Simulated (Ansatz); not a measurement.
The reference is Al$_{2}$Au (space group Fm-3m, No. 225; a = 6.002 Å).

Levels (all Ansatz, a quantum-chemistry and plane-wave program, PAW): PBEsol (420 eV, spin-orbit coupling left out); PBEsol+SOC (420 eV, spin-orbit coupling included).

The geometry is relaxed with PBEsol.

- PBEsol pressure: 0.0 GPa

**Question.** Predict the pressure from PBEsol+SOC.

**Answer.** The pressure goes from zero to -0.8 GPa.

Single points use the geometry relaxed with PBEsol. The spin-orbit shifts are approximate. No phonon test of stability was made.
